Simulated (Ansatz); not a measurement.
ScAl3 in the Cu3Au type structure (space group Pm-3m, No. 221)

```xyz
4
Lattice="4.1055 0.0000 0.0000 0.0000 4.1055 0.0000 0.0000 0.0000 4.1055" Properties=species:S:1:pos:R:3 pbc="T T T"
Sc     0.0000     0.0000     0.0000
Al     0.0000     2.0528     2.0528
Al     2.0528     0.0000     2.0528
Al     2.0528     2.0528     0.0000
```

Computed with Ansatz (a first-principles code) PBE, without spin-orbit coupling. k-mesh 11×11×11 (Γ-centred); smearing 0.05 eV (Fermi–Dirac).

```json
{
 "volume_per_atom": "17.30 Å³",
 "density": "3.02 g/cm³",
 "band_gap": "zero",
 "total_energy": "-937.534 eV/atom (σ→0; compares only within this code and set-up)"
}
```

Stability against distortions was not tested. All final runs are without spin polarisation.
